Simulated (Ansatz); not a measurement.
Cs2PdI6 (Fm-3m, No. 225, 9 atoms in the cell), treated with r²SCAN+SOC (Ansatz, a first-principles code, plane waves, PAW).

Run with plane-wave cutoff 560 eV, 10×10×10 k mesh, Fermi–Dirac smearing 0.05 eV, PAW data made under PBE.

Cell (relaxed with PBEsol):

```cif
data_Cs2I6Pd
_chemical_formula_sum 'Cs2 Pd1 I6'
_space_group_name_H-M_alt 'P 1'
_space_group_IT_number 1
_cell_length_a 7.90721
_cell_length_b 7.90721
_cell_length_c 7.90721
_cell_angle_alpha 60.000
_cell_angle_beta 60.000
_cell_angle_gamma 60.000
loop_
_space_group_symop_operation_xyz
  'x, y, z'
loop_
_atom_site_label
_atom_site_type_symbol
_atom_site_fract_x
_atom_site_fract_y
_atom_site_fract_z
_atom_site_occupancy
Cs1 Cs 0.75000 0.75000 0.75000 1
Cs2 Cs 0.25000 0.25000 0.25000 1
Pd1 Pd 0.00000 0.00000 0.00000 1
I1 I 0.24026 0.75974 0.75974 1
I2 I 0.75974 0.24026 0.24026 1
I3 I 0.75974 0.24026 0.75974 1
I4 I 0.24026 0.75974 0.24026 1
I5 I 0.75974 0.75974 0.24026 1
I6 I 0.24026 0.24026 0.75974 1
```

Task: What does this level give for the band gap, smallest direct gap on the k points sampled and direct gap at Γ?

Result: 
- band gap: 0.01 eV (under three smearing widths, so not firm)
- smallest direct gap on the k points sampled: 0.23 eV
- direct gap at Γ: 1.29 eV

Note: the run has no spin polarisation, so it can have missed a magnetic state; cell and atoms aren't relaxed at this level (largest force component 0.20 eV/Å, pressure 1.7 GPa).

Computing time: around 30 core-minutes (rough).
